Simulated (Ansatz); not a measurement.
The decay constant κ of evanescent states in the gap governs leakage through a thin film.

Given:

```yaml
crystal:
  lattice:
    - [4.64161, 0.00000, 0.00000]
    - [0.00000, 6.56423, 0.00000]
    - [2.32081, -3.28212, 2.32081]
  atoms:
    - { symbol: Cd, position: [0.00000, 0.00000, 0.00000] }
    - { symbol: Te, position: [0.50000, 0.25000, 0.00000] }
```

The cell is taken as given.

Transport runs along the normal of the first two printed cell vectors, the (110) plane of the conventional cell.

The gap is the functional's own, uncorrected, and κ follows it; spin-orbit coupling is left out. Mid-gap means the computed energy nearest the middle.

Question: Give the band gap and the smallest decay constant κ at mid-gap that r2SCAN run with Ansatz (a first-principles code) yields.

Answer: Gap 1.16 eV on a 14×14×14 mesh; κ = 0.080 1/Å, at the zone centre.
